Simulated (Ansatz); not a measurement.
Data:

```xyz
2
Lattice="4.4092 0.0000 0.0000 2.2046 3.8185 0.0000 2.2046 -1.2728 3.4891" Properties=species:S:1:pos:R:3 pbc="T T T"
Cd     0.0000     0.0000    -0.0227
Se     4.4092     0.0000     2.6396
```

No spin polarisation.

The values are results of Ansatz (a program for electronic structure) r2SCAN, without spin-orbit coupling, not measurements. Settings: 9×9×9 k-points, 0.05 eV Fermi–Dirac smearing.

### Question
What is the computed gap character?

### Answer
Direct at Γ.

### Question
Predict the band gap.

### Answer
0.91 eV.

The cells carry an imposed strain or load. Stability against distortions was not tested. The cell was made from CdSe in the zinc blende structure (space group F-43m, No. 216) by this change: biaxial strain +1.67 %, plane normal [111], relaxed out of plane.
